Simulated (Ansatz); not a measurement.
## PtS2, pressure series

The reference is PtS$_{2}$ in the CdI2 type structure (space group P-3m1, No. 164; a = 3.584 Å, c = 4.657 Å; layered, stacked along the Cartesian z axis).

Cell and atoms are relaxed at each pressure.

Computed with Ansatz (a program for electronic structure), PBE-D3(BJ), PAW, cutoff 420 eV, scalar-relativistic without spin-orbit coupling.

Notes on the quantities. enthalpy: H = E + PV relative to the base's energy.

```json
[
 {"change": "base", "band gap": "zero", "density": "8.31 g/cm³", "enthalpy": "–", "c/a ratio": "1.299"},
 {"change": "pressure −1 GPa", "band gap": "0.25 eV", "density": "8.05 g/cm³", "enthalpy": "-0.11 eV/atom", "c/a ratio": "1.339"},
 {"change": "pressure 0.3 GPa", "band gap": "zero", "density": "8.37 g/cm³", "enthalpy": "+0.03 eV/atom", "c/a ratio": "1.291"},
 {"change": "pressure 0.7 GPa", "band gap": "zero", "density": "8.45 g/cm³", "enthalpy": "+0.07 eV/atom", "c/a ratio": "1.281"},
 {"change": "pressure 1.5 GPa", "band gap": "zero", "density": "8.58 g/cm³", "enthalpy": "+0.16 eV/atom", "c/a ratio": "1.265"},
 {"change": "pressure 3 GPa", "band gap": "zero", "density": "8.77 g/cm³", "enthalpy": "+0.31 eV/atom", "c/a ratio": "1.244"},
 {"change": "pressure 5 GPa", "band gap": "zero", "density": "8.98 g/cm³", "enthalpy": "+0.52 eV/atom", "c/a ratio": "1.225"},
 {"change": "pressure 7.5 GPa", "band gap": "zero", "density": "…", "enthalpy": "+0.76 eV/atom", "c/a ratio": "…"},
 {"change": "pressure 10 GPa", "band gap": "zero", "density": "9.40 g/cm³", "enthalpy": "+1.00 eV/atom", "c/a ratio": "1.195"}
]
```

Some entries are withheld; estimate them.


- pressure 7.5 GPa, density: 9.20 g/cm³
- pressure 7.5 GPa, c/a ratio: 1.208

Spin-orbit coupling, missing from the scalar runs, can matter with Pt. Load acts through the strain it causes; cell and atoms are relaxed under it. Whether these cells are dynamically stable was not tested. Competing high-pressure phases were not computed. All final runs are without spin polarisation. The zero or small gap of PtS2 can change with the level of theory.
